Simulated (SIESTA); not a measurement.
SIESTA run on NiO (Fm-3m, 4 atoms in the cell): self-consistent single point.

Level of theory: GGA PBE, numerical atomic orbitals DZP, PseudoDojo PBE standard norm-conserving potentials (rewritten from UPF to PSML) run with SIESTA.

The change in words: lattice scaled by 0.98. Reference geometry:
```
NiO
1.0
    4.28157     2.14079     2.14079
    2.14079     4.28157     2.14079
    2.14079     2.14079     4.28157
Ni O
2 2
Direct
  0.00000   0.00000   0.00000
  0.50000   0.50000   0.50000
  0.25000   0.25000   0.25000
  0.75000   0.75000   0.75000
```
Moments meant for the start (each program seeds them in its own way; μB, in the order of the atoms Ni Ni O O): 2.0 -2.0 0.0 0.0.

Reference input (self-consistent single point, DFT, GGA PBE, numerical atomic orbitals DZP, PseudoDojo PBE standard norm-conserving potentials (rewritten from UPF to PSML)): XC.functional = GGA; XC.authors = PBE; potentials = PseudoDojo PBE standard; PAO.BasisSize = DZP; PAO.EnergyShift = 0.005 Ry; MeshCutoff = 400 Ry; kgrid.MonkhorstPack = 7 7 7; OccupationFunction = FD; ElectronicTemperature = 580.23 K; Spin = polarized; DM.InitSpin = [1 +2.00, 2 -2.00, 3 +0.00, 4 +0.00]; MaxSCFIterations = 150. This run's input differs from it in these lines:

```diff
@@ -12,5 +12,5 @@
 %block LatticeVectors
-     4.281574000    2.140787000    2.140787000
-     2.140787000    4.281574000    2.140787000
-     2.140787000    2.140787000    4.281574000
+     4.195943000    2.097971000    2.097971000
+     2.097971000    4.195943000    2.097971000
+     2.097971000    2.097971000    4.195943000
 %endblock LatticeVectors
@@ -19,5 +19,5 @@
      0.000000000    0.000000000    0.000000000  1
-     8.091002242    8.091002242    8.091002242  1
-     4.045501121    4.045501121    4.045501121  2
-    12.136503363   12.136503363   12.136503363  2
+     7.929182160    7.929182160    7.929182160  1
+     3.964591080    3.964591080    3.964591080  2
+    11.893773240   11.893773240   11.893773240  2
 %endblock AtomicCoordinatesAndAtomicSpecies
```

Output, abridged:

```
        iscf     Eharris(eV)        E_KS(eV)     FreeEng(eV)     dDmax    Ef(eV) dHmax(eV)
   scf:    1    -9999.876594   -10017.894419   -10017.931523  0.717328 -2.209939 12.324289
     spin moment: {S} , |S| = {        0.0        0.0   -0.00000 }    -0.00000
   scf:    2   -10029.804933   -10024.450767   -10024.460357  0.075584 -2.968768  7.571928
     spin moment: {S} , |S| = {        0.0        0.0    0.00000 }     0.00000
   scf:    3   -10028.189251   -10028.109929   -10028.110319  0.114853 -4.089129  1.005987
     spin moment: {S} , |S| = {        0.0        0.0   -0.00000 }    -0.00000
   [... lines left out ...]
     spin moment: {S} , |S| = {        0.0        0.0    0.00000 }     0.00000
   scf:   12   -10028.192427   -10028.192425   -10028.192435  0.000187 -4.149152  0.002786
     spin moment: {S} , |S| = {        0.0        0.0   -0.00000 }    -0.00000
   scf:   13   -10028.192425   -10028.192425   -10028.192435  0.000106 -4.148941  0.002023
     spin moment: {S} , |S| = {        0.0        0.0    0.00000 }     0.00000
   scf:   14   -10028.192426   -10028.192426   -10028.192435  0.000038 -4.149107  0.000222
     spin moment: {S} , |S| = {        0.0        0.0    0.00000 }     0.00000
SCF Convergence by DM+H criterion
max |DM_out - DM_in|         :     0.0000379017
max |H_out - H_in|      (eV) :     0.0002216487
SCF cycle converged after 14 iterations

Using DM_out to compute the final energy and forces

siesta: E_KS(eV) =           -10028.1924

siesta: E_KS - E_eggbox =    -10028.1924

siesta: Atomic forces (eV/Ang):
     1   -0.000000   -0.000000   -0.000000
     2    0.000000    0.000000    0.000000
     3    0.000000    0.000000    0.000000
     4   -0.000000   -0.000000   -0.000000
   Tot    0.000000    0.000000    0.000000
   Max    0.000000
   Res    0.000000    sqrt( Sum f_i^2 / 3N )
   Max    0.000000    constrained

Stress tensor Voigt[x,y,z,yz,xz,xy] (kbar):       12.47       12.47       12.47        2.81        2.81        2.81
(Free)E + p*V (eV/cell)   -10028.4800
   [... lines left out ...]
siesta: FreeEng =    -10028.192435
siesta: Cell volume =         36.936769 Ang**3
siesta:         -12.47453829        -12.47452576  kBar
   [... lines left out ...]
              0.007   0.007   0.004   0.007   0.004

mulliken: Qtot =       24.000

Mulliken Atomic Populations:
Atom #   charge [q] valence [e]      Sz [e]  Species
     1     0.751776   17.248224    1.386301  Ni
     2     0.751776   17.248224   -1.386301  Ni
     3    -0.751776    6.751776   -0.000000  O
     4    -0.751776    6.751776   -0.000000  O
 Total     0.000000                0.000000
```

The run converged in 14 iterations. Against the reference run the free energy falls by 23.0 meV/atom, the pressure goes from -11.77 to -1.25 GPa and the gap on the mesh goes from 0.964 to 1.016 eV.

The starting cell has typed, rounded lattice constants, without a prior relaxation at this level. Its lattice was rescaled by a random factor within 2.5 % of one. For this run, on top of that: lattice scaled by 0.98. The magnetic order is the one reached from the typed start; others were not searched systematically. Values carry the incompleteness of an atom-centred basis.

Cost on one core of a shared machine: roughly 2 min.
